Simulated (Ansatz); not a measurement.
Consider interstitial H in rock-salt MgO, charge state -1. The step: a direct jump of one H atom; the atom moves 2.13 Å along (-0.50, 0.00, 0.00) of the unit cell; the moving atom starts with neighbours 4 Mg at 1.80; 4 O at 2.10 Å and ends with 4 Mg at 1.80; 4 O at 2.10 Å. A PBE band in Ansatz (plane-wave PAW, the Γ point alone, 64 host sites, 102 SCF runs with any check of the saddle's order, static, no finite-size correction) gives a forward barrier of 0.83 eV. The program found a first-order saddle point. The charge state is imposed; whether it is stable for some Fermi level was not computed. Sites that were not tried may lie lower.

Single points at the band's start and saddle point can refine it. Rough cost of one point, in units of the band's mean SCF on the same machine:

```
Level                                             Cost of one point
------------------------------------------------  -----------------
PBE, a 2×2×2 k-point mesh shifted by half a step            about 8
r2SCAN at 500 eV, the Γ point alone                         about 3
HSE06, Γ point alone                                       about 20
```

Problem. Which of these move the barrier by more than 0.1 eV, and how far does each move it?

Solution. Not one does. PBE, a 2×2×2 k-point mesh shifted by half a step: +0.05 eV; r2SCAN at 500 eV, the Γ point alone: +0.04 eV; HSE06, Γ point alone: -0.01 eV. Each functional is compared with PBE at the same k-points.

Ansatz is a program for electronic structure.
